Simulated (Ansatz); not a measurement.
Consider Sb in the A7 type structure (space group R-3m, No. 166; a = 4.328 Å, c = 11.344 Å (hexagonal axes); layered).

Method: DFT with r2SCAN+rVV10, PAW potentials and a 500 eV plane-wave cutoff in Ansatz (a first-principles code), no SOC.

Free-standing slabs (2 atom(s) a layer) normal to the stacking axis with 15 Å of vacuum; in-plane cell relaxed.

One change was made to it. Results:

```tsv
quantity	base	after
in-plane lattice parameter a	4.328 Å	4.195 Å
band gap	zero	0.22 eV
excess energy per area of both faces (slab less bulk energy over the cell's area: twice a surface energy) (uncertain by up to 0.04 J/m²)	–	0.53 J/m²
```

Problem. What was done to the base?
A) 2 layers
B) 4 layers
C) 3 layers
D) 1 layer

Solution. A, 2 layers. For comparison, the band gap in the other runs: 3 layers gives zero; 4 layers gives zero; 1 layer gives 1.50 eV.

Slab and bulk use different k-meshes, which limits the precision of the excess energy. Spin-orbit coupling, missing from the scalar runs, can matter with Sb. No phonon test of stability was made. The zero or small gap of Sb can change with the level of theory.
